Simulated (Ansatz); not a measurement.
The starting structures come from a database of crystals and need not be the phases stable at ambient conditions.

 Where the default PAW files enter, the runs use the earlier of Ansatz's two default sets.

By PBEsol, the system below comes out a metal.

Here is the system:

```xyz
4
Lattice="4.4882 0.0000 0.0000 -0.6557 4.4401 0.0000 0.0000 0.0000 5.7982" Properties=species:S:1:pos:R:3 pbc="T T T"
Hg     2.7236     1.5232     4.3486
Hg     1.1089     2.9169     1.4495
Te     0.4512     3.4846     4.3486
Te     3.3813     0.9555     1.4495
```

Space group of this cell: Cmcm. The cell is strained (lengths across the current scaled by 0.98, ions clamped); by PBEsol its mean pressure is -1.8 GPa.

The current flows along the normal of the first two printed cell vectors. No spin-orbit coupling; the value is a mean over 0.1 eV about the Fermi level.

Q: Predict the ballistic conductance per area from Ansatz (an electronic-structure program) with PBEsol.

A: 0.49 × 10¹⁵ S/m² for both spins.
